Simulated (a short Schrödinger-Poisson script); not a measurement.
**MOS inversion layer, Al2O3 on p-type Si(100)**

Structure: MOS inversion layer, Al2O3 on p-type Si(100), at 300 K.

| layer | material | thickness (nm) | Na (cm⁻³) |
|---|---|---|---|
| 1 | Al2O3 | 2.4 | - |
| 2 | Si | 410 | 1.1e18 |

The device is made up for the run: typed textbook-type constants, with dimensions and the other settings drawn at random. Al2O3: permittivity 9, conduction-band edge (eV) 2.7, gap (eV) 6.8, electron mass (mₑ) 0.3. Si: permittivity 11.7, conduction-band edge (eV) 0, gap (eV) 1.124, Nv at 300 K (cm⁻³) 3.1e19.

Channel valleys (confinement mass, in-plane density-of-states mass, number): Δ2 0.916, 0.19, 2; Δ4 0.19, 0.417, 4. At the gate the conduction-band edge of layer 1 lies 3.01 eV − eVg above the Fermi level of the channel; the field vanishes at the back. Gaps are held at their typed values at every temperature. Mesh 0.03 nm at interfaces.

From a short Schrödinger-Poisson script (our own, NumPy): 1D Poisson equation in equilibrium, electrons quantum, Hartree (BenDaniel-Duke, 12 states a valley, the channel's in-plane mass for all, wave functions ending at the dielectric), parabolic valleys, classical holes, full ionisation, no traps, pinning or gate leakage.

| Vg (V) | electrons (cm⁻²) | C (μF/cm²) | Δ2 E0 (meV) | Δ2 E1 (meV) | Δ4 E0 (meV) | Δ4 E1 (meV) |
|---|---|---|---|---|---|---|
| 0.2 | 2.70e6 | 0.317 | 375.3 | 453.2 | 447.2 | 573.0 |
| 0.3 | 7.39e7 | 0.301 | 289.0 | 370.4 | 364.0 | 495.9 |
| 0.4 | 2.08e9 | 0.297 | 202.0 | 286.6 | 280.0 | 417.5 |
| 0.5 | 5.38e10 | 0.506 | 117.3 | 204.9 | 198.1 | 340.7 |
| 0.6 | 5.35e11 | 1.43 | 56.2 | 147.5 | 140.7 | 287.3 |
| 0.7 | 1.57e12 | 1.94 | 25.2 | 120.9 | 114.5 | 263.7 |
| 0.8 | 2.82e12 | 2.14 | 6.1 | 106.4 | 100.4 | 251.6 |
| 0.9 | 4.18e12 | 2.25 | -8.3 | 96.5 | 90.9 | 243.9 |
| 1 | 5.60e12 | 2.31 | -20.3 | 88.9 | 83.6 | 238.3 |
| 1.1 | 7.05e12 | 2.36 | -31.0 | 82.6 | 77.7 | 233.9 |
| 1.2 | 8.53e12 | 2.40 | -40.9 | 77.2 | 72.5 | 230.2 |

Subbands count from the Fermi level.
